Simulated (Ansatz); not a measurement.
VN (P-6m2, No. 187, 2 atoms in the cell; start mp-1018027), treated with LDA (Ansatz, a program for electronic structure, PAW).

Numerical settings: plane-wave cutoff 520 eV, 24×24×20 k mesh (along the axes of the cell as run), Fermi–Dirac smearing 0.05 eV, no spin polarisation, scalar-relativistic PAW data made under PBE.

Cell (relaxed at this level):

```
CELL_PARAMETERS angstrom
      2.69077     0.00000     0.00000
     -1.34538     2.33027     0.00000
      0.00000     0.00000     2.60166
ATOMIC_POSITIONS crystal
  V  0.66667 0.33333 0.00000
  N  0.33333 0.66667 0.50000
```

Problem. Give the computed bulk modulus B0.

Solution. 
* **bulk modulus B0**: 383 GPa

Note: the run has no spin polarisation, so it can have missed a magnetic state; the bulk modulus is −V dP/dV from two relaxed cells at ±2 % in volume; the relaxation could not lower the start's symmetry, so the cell can be a saddle point above a distorted one.

A start named mp-… is a Materials Project structure, which need not be a measured phase.
